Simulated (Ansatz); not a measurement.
The reference is InSe in the beta-GaS type structure (space group P6_3/mmc, No. 194; a = 4.032 Å, c = 16.763 Å; layered, stacked along the Cartesian z axis). Axes: x lies along a and z along c of the hexagonal cell.

The values are results of PBE-D3(BJ) (Ansatz, a quantum-chemistry and plane-wave program, PAW, no spin-orbit coupling), earlier PAW set, not measurements.

Modification: the cell is compressed by 3.67 % along z with no lateral relaxation; the atoms relax in the strained cell.

Question: Predict the stress tensor and what it implies for the stiffness.

Answer: Stress of the strained cell less that of the base (GPa, compression positive):
```
   0.63    0.00    0.00
   0.00    0.63    0.00
   0.00    0.00    1.86
```

Then −Δσ_ii/ε with ε = -0.0367 gives secant stiffness values (nonlinear terms included at this strain): C33 ≈ 51 GPa, C13 ≈ 17 GPa and C23 ≈ 17 GPa.

As a check, the harmonic strain energy −½ V₀ Δσ:ε is 6.3 meV/atom; the computed energy rise is 5.7 meV/atom.

Whether these cells are dynamically stable was not tested.
